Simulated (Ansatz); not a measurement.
## Fluorite HfO2 (high-temperature phase)

The numbers are results of RPBE in Ansatz (plane waves, PAW), not measurements.

Numerical settings: plane-wave cutoff 520 eV, 12×12×12 k mesh, Fermi–Dirac smearing 0.01 eV, scalar-relativistic PAW data made under PBE.

Cell (relaxed at this level):

HfO₂ is modelled in the cubic space group Fm-3m (No. 225), the fluorite structure, Pearson symbol cF12. Lattice parameters: a = b = c = 5.133 Å, α = β = γ = 90.00°. Hf on 4a is coordinated by 8 O at 2.223 Å (cubic). O on 8c sees 4 Hf at 2.223 Å (tetrahedral). (Neighbours: up to the widest gap in distance over summed covalent radii, below 1.35, at either atom; cation-cation and far metal-metal contacts left out.)
(The calculation used a cell of 3 atoms; values per cell refer to that cell.)

```json
{
  "bulk_modulus": "232 GPa",
  "band_gap": "3.81 eV",
  "direct gap at Γ": "4.48 eV",
  "pressure derivative B′ of the bulk modulus": "4.2"
}
```

Measured, for comparison: bulk modulus 242 ± 16 GPa (room temperature, not corrected to a static lattice, nanocrystalline cubic HfO2, second-order Birch-Murnaghan; as tabulated in High-pressure structural stability, equation of state, and thermal expansion …). Computed (rounded) less measured: bulk modulus -4 % (inside the measured uncertainty).

Note: symmetry holds this phase in the static calculation, where it need not be a minimum; held by symmetry at 0 K, a high-temperature phase can be a saddle point.

Spin–orbit coupling is not included.

The computed numbers hold no vibrational or temperature effects.

Ansatz is a program for electronic structure.
